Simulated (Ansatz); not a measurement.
Base system: Ti in the hcp (Mg type) structure (space group P6_3/mmc, No. 194; a = 2.939 Å, c = 4.650 Å).

(Cell as relaxed with PBE.)

Levels (all Ansatz, a quantum-chemistry and plane-wave program, PAW): PBE (420 eV, no spin-orbit coupling); r2SCAN (500 eV, scalar-relativistic without spin-orbit coupling).

Each level relaxes its own structure.

```csv
base,PBE,r2SCAN
volume per atom,17.39 Å³,17.30 Å³
lattice parameter a,2.939 Å,2.936 Å
band gap,zero,zero
```

One thing is altered: a fraction x = 0.75 of the Ti sites is given to Hf, ordered in a cell of 8 atoms (starting symmetry Pmmn) and fully relaxed.

```json
[
 {"quantity": "shortest interatomic distance", "PBE": "3.018 Å", "r2SCAN": "3.019 Å"},
 {"quantity": "band gap", "PBE": "zero", "r2SCAN": "zero"}
]
```

The two agree on the band gap. Neither level is exact; r2SCAN is the comparison here, not a measurement.

These are small ordered cells, not random alloys; other orderings at the same x differ. Whether these cells are dynamically stable was not tested. The final runs are not spin-polarised.
